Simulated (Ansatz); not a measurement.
Relaxation of the outer planes of the (10-12) surface of hcp Zr in its 1x1 cell, outermost plane spacing 0.63 Å in the ideal cut (one of several cuts of this face).

These are PBE (plane waves to 420 eV, PAW; Ansatz, a program for electronic structure) values and carry that method's errors.

Slab: 12 atoms, 10.1 Å thick at the start (thin: gaps and levels are the slab's own); k 12x5x1, smearing 0.1 eV, dipole-corrected; all atoms relaxed; symmetry of the start imposed; no spin, no spin-orbit, no U.

```csv
plane,atoms,bulk spacing to the next (Å),relaxed spacing (Å),change (%),rumpling (Å)
1,Zr,0.633,?,?,0.00
2,Zr,1.266,1.317,4.0,0.00
```

### Question
Complete the blanks.

### Answer

- 1, relaxed spacing (Å): 0.390
- 1, change (%): -38.4
